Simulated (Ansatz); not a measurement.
Output of an Ansatz run (abridged):

```
WARN basis.ecutwfc = 420 eV, the default
WARN ansatz: RAYON_NUM_THREADS=1 ignored (pool sized by the plan → 1); use --threads N
basis.fft_grid_basis auto: the FFT boxes are laid along the combinations [[1, 0, -1], [0, 1, -1], [0, 0, 1]] of the cell's own vectors, 7.456, 7.456 and 12.894 …
Pseudopotentials: kind: paw
Pseudopotential: Cs, paw, valence charge 9
Pseudopotential: Li, paw, valence charge 3
Pseudopotential: Sc, paw, valence charge 11
Pseudopotential: Cl, paw, valence charge 7
Crystal: 20 atoms, lattice volume = 585.151 Å³
Basis set: ecut = 420 eV, 11465 PW (Γ), FFT grids on a1−a3, a2−a3, a3
Bands: 94, of which v1, the nominal top of the filled ones, is band 74 counted from 1 (73 counted from 0)
Symmetry: 12 space group operations
Space group: R-3m (ITA 166), of the structure as read, at distance tolerance 8.4e-5 Å
k-points: 19 of 125
PAW frozen core: Cs, regenerated for the run's functional, and the local potential with it
PAW frozen core: Sc, regenerated for the run's functional, and the local potential with it
PAW frozen core: Cl, regenerated for the run's functional, and the local potential with it
Initial density: superposition of atomic densities (neutral atoms: chi_scale 0, normalization atom), corrected by the library's trained network
Initial wavefunctions: pseudopotential atomic-orbital guess
Eigensolver: davidson
Functional: x = slater, c = lda
SCF iter   1: F=—  HF=-39171.377893 eV  |F-HF|=—  |Δ(HF+E_count)|=         —  Δρ=5.87e-3  dr2=2.36e-1  ethr=1.77e-3  ⟨swp⟩=5.0  Hψ=6507  notcnv=0  defer=302
all-band conjugate gradients solve this SCF's bands
preconditioner: auto → Resta (q_TF=auto, 2.170 Å⁻¹)
SCF iter   2: F=—  HF=-39171.313441 eV  |F-HF|=—  |Δ(HF+E_count)|=   6.45e-2  Δρ=2.91e-3  dr2=3.79e-2  ethr=1.60e-4  ⟨swp⟩=2.5  Hψ=2804  notcnv=0  defer=339
SCF iter   3: F=—  HF=-39171.303337 eV  |F-HF|=—  |Δ(HF+E_count)|=   1.01e-2  Δρ=1.06e-3  dr2=7.54e-3  ethr=2.56e-5  ⟨swp⟩=3.0  Hψ=3049  notcnv=0  defer=335
SCF iter   4: F=—  HF=-39171.301901 eV  |F-HF|=—  |Δ(HF+E_count)|=   1.44e-3  Δρ=2.29e-4  dr2=3.64e-4  ethr=5.10e-6  ⟨swp⟩=3.0  Hψ=2308  notcnv=0  defer=339
SCF iter   5: F=—  HF=-39171.301948 eV  |F-HF|=—  |Δ(HF+E_count)|=   4.77e-5  Δρ=5.88e-5  dr2=2.47e-5  ethr=2.46e-7  ⟨swp⟩=2.3  Hψ=2571  notcnv=0  defer=266
SCF iter   6: F=—  HF=-39171.301822 eV  |F-HF|=—  |Δ(HF+E_count)|=   1.27e-4  Δρ=2.87e-5  dr2=9.32e-6  ethr=1.67e-8  ⟨swp⟩=2.2  Hψ=2989  notcnv=0  defer=242
SCF iter   7: F=—  HF=-39171.301821 eV  |F-HF|=—  |Δ(HF+E_count)|=   1.23e-6  Δρ=6.96e-6  dr2=5.62e-7  ethr=6.30e-9  ⟨swp⟩=2.1  Hψ=2648  notcnv=0  defer=242
SCF iter   8: F=-39171.301821 eV  HF=-39171.301821 eV  |F-HF|=6.04e-9  |Δ(HF+E_count)|=   5.24e-8  Δρ=1.71e-6  dr2=3.58e-8  ethr=6.76e-11  ⟨swp⟩=17.6  Hψ=11321  notcnv=0
SCF 1 converged in 8 iterations: F = -39171.301821 eV  dr2 = 3.58e-8
SCF converged after 8 iterations
Free energy (F): -39171.301821 eV
Harris-Foulkes:  -39171.301821 eV  (|F-HF|=6.04e-9)
Internal energy: -39171.301821 eV  (E = F + TS)
E sigma→0 (E₀):  -39171.301821 eV
Fermi energy:    1.810118 eV
--- Per-component energies (eV) ---
  E_band       = -1097.410334
  E_kinetic    = 3060.656036
  E_local      = -7057.947345  (includes V_loc(G=0)·N_el)
  E_nonlocal   = 590.258331
  E_hartree    = 2440.902832
  E_xc         = -2190.100131
  E_vxc        = -2249.280983  (∫ρ·V_xc dr)
  E_paw        = -28967.812200  (= ΣΔE_a)
  E_vpaw       = -322.903857  (= ΣTr[D̂ρ^β])
  E_aug_tail   = 0.001234  (compensation charges beyond the density's cutoff)
  E_ewald      = -7051.238547
  E_core_change = 3.977971  (= ΣΔE_core)
  E_smearing   = -0.000000  (= −TS)
  E_closure    = -0.000000  (closes the sum)
  Σ components = -39171.301821   (vs F -39171.301821, Δ=0.00e0)
--- Forces (eV/Å), atoms counted from 1 ---
  atom   1  Cs     0.00000000    -0.00000000     0.01987472
  atom   2  Cs     0.00000000     0.00000000    -0.01987472
  atom   3  Cs     0.00000000    -0.00000000    -0.03342685
  atom   4  Cs     0.00000000     0.00000000     0.03342685
  atom   5  Li    -0.00000000    -0.00000000    -0.01958925
  atom   6  Li     0.00000000     0.00000000     0.01958925
  atom   7  Sc    -0.00000000     0.00000000     0.00000000
  atom   8  Sc    -0.00000000    -0.00000000     0.00000000
  atom   9  Cl    -0.18175485    -0.10493621    -0.13606321
  atom  10  Cl     0.18175485     0.10493621     0.13606321
  atom  11  Cl     0.18175485    -0.10493621    -0.13606321
  atom  12  Cl    -0.18175485     0.10493621     0.13606321
  atom  13  Cl     0.00000000     0.20987243    -0.13606321
  atom  14  Cl     0.00000000    -0.20987243     0.13606321
  atom  15  Cl     0.18425385     0.10637901    -0.13808251
  atom  16  Cl    -0.18425385    -0.10637901     0.13808251
  atom  17  Cl    -0.18425385     0.10637901    -0.13808251
  atom  18  Cl     0.18425385    -0.10637901     0.13808251
  atom  19  Cl     0.00000000    -0.21275802    -0.13808251
  atom  20  Cl     0.00000000     0.21275802     0.13808251
  max |Σ_I F_I| component: 1.39e-16 eV/Å
--- Stress (GPa, compression-positive) ---
       -3.318808       0.000000       0.000000
        0.000000      -3.318808      -0.000000
        0.000000      -0.000000      -3.311229
  P = ⅓ Tr σ = -3.3163 GPa (-33.163 kbar)
  The stress holds the Pulay correction. Without it, at fixed plane waves, as pw.x and ABINIT print it: P = -3.3185 GPa
--- Band table (eV; the first three rows and the last of 19) ---
  k-point 0: bands = ["-46.0951", "-45.8276", "-41.0956", "-41.0956", "-24.9781", "-24.9703", "-24.9703", "-24.7385", "-24.7250", "-24.7250", "-17.1816", "-17.1743", "-17.1608", "-17.1525", "-11.2981", "-11.1781", "-10.9916", "-10.8349", "-10.8349", [...]
  k-point 1: bands = ["-46.0951", "-45.8276", "-41.0956", "-41.0956", "-24.9781", "-24.9703", "-24.9703", "-24.7385", "-24.7250", "-24.7250", "-17.1804", "-17.1745", "-17.1601", "-17.1532", "-11.2829", "-11.1715", "-10.9819", "-10.8569", "-10.8441", [...]
  k-point 2: bands = ["-46.0951", "-45.8276", "-41.0956", "-41.0956", "-24.9781", "-24.9703", "-24.9703", "-24.7385", "-24.7250", "-24.7250", "-17.1780", "-17.1752", "-17.1586", "-17.1549", "-11.2502", "-11.1677", "-10.9589", "-10.8817", "-10.8676", [...]
  k-point 18: bands = ["-46.0951", "-45.8276", "-41.0956", "-41.0956", "-24.9781", "-24.9703", "-24.9703", "-24.7385", "-24.7250", "-24.7250", "-17.1799", "-17.1750", "-17.1599", "-17.1533", "-11.2612", "-11.2135", "-10.9280", "-10.8688", [...]
```

The structure:

```
CELL_PARAMETERS angstrom
      3.72804     2.15239    12.15391
     -3.72804     2.15239    12.15391
      0.00000    -4.30477    12.15391
ATOMIC_POSITIONS crystal
  Cs 0.87383 0.87383 0.87383
  Cs 0.12617 0.12617 0.12617
  Cs 0.71095 0.71095 0.71095
  Cs 0.28905 0.28905 0.28905
  Li 0.58876 0.58876 0.58876
  Li 0.41124 0.41124 0.41124
  Sc 0.00000 0.00000 0.00000
  Sc 0.50000 0.50000 0.50000
  Cl 0.84886 0.38788 0.38788
  Cl 0.15114 0.61212 0.61212
  Cl 0.38788 0.84886 0.38788
  Cl 0.61212 0.15114 0.61212
  Cl 0.38788 0.38788 0.84886
  Cl 0.61212 0.61212 0.15114
  Cl 0.71948 0.19953 0.19953
  Cl 0.28052 0.80046 0.80046
  Cl 0.19953 0.71948 0.19953
  Cl 0.80046 0.28052 0.80046
  Cl 0.19953 0.19953 0.71948
  Cl 0.80046 0.80046 0.28052
```

Write an input that gives this output.

Other spellings and defaults could give the same log, and not every line can be read from it. The input that was run (DFT, LDA (PW92), plane waves, default PAW files made with PBE):

Ansatz 0.2 input:
```yaml
# Cs2LiScCl6
crystal:
  lattice:
    - [3.728040, 2.152385, 12.153907]
    - [-3.728040, 2.152385, 12.153907]
    - [0.000000, -4.304770, 12.153907]
  atoms:
    - { symbol: Cs, position: [0.873833, 0.873833, 0.873833] }
    - { symbol: Cs, position: [0.126167, 0.126167, 0.126167] }
    - { symbol: Cs, position: [0.710953, 0.710953, 0.710953] }
    - { symbol: Cs, position: [0.289047, 0.289047, 0.289047] }
    - { symbol: Li, position: [0.588760, 0.588760, 0.588760] }
    - { symbol: Li, position: [0.411240, 0.411240, 0.411240] }
    - { symbol: Sc, position: [0.000000, 0.000000, 0.000000] }
    - { symbol: Sc, position: [0.500000, 0.500000, 0.500000] }
    - { symbol: Cl, position: [0.848860, 0.387880, 0.387880] }
    - { symbol: Cl, position: [0.151140, 0.612120, 0.612120] }
    - { symbol: Cl, position: [0.387880, 0.848860, 0.387880] }
    - { symbol: Cl, position: [0.612120, 0.151140, 0.612120] }
    - { symbol: Cl, position: [0.387880, 0.387880, 0.848860] }
    - { symbol: Cl, position: [0.612120, 0.612120, 0.151140] }
    - { symbol: Cl, position: [0.719480, 0.199535, 0.199535] }
    - { symbol: Cl, position: [0.280520, 0.800465, 0.800465] }
    - { symbol: Cl, position: [0.199535, 0.719480, 0.199535] }
    - { symbol: Cl, position: [0.800465, 0.280520, 0.800465] }
    - { symbol: Cl, position: [0.199535, 0.199535, 0.719480] }
    - { symbol: Cl, position: [0.800465, 0.800465, 0.280520] }
kpoints:
  mp_grid: { grid: [5, 5, 5] }
hamiltonian:
  xc: lda
  pseudopotentials: { kind: paw }
scf:
  occupations: { method: fixed }
output:
  forces: true
  eigenvalues: true
  stress: true
```

The starting cell comes from a database of computed structures (which also holds hypothetical and non-ambient phases and stackings), without a prior relaxation at this level. With a pressure of about -3 GPa the cell is away from its equilibrium volume at this level. Ansatz's pressure includes its estimate of the finite-basis (Pulay) stress.

Ansatz is a quantum-chemistry and plane-wave program.
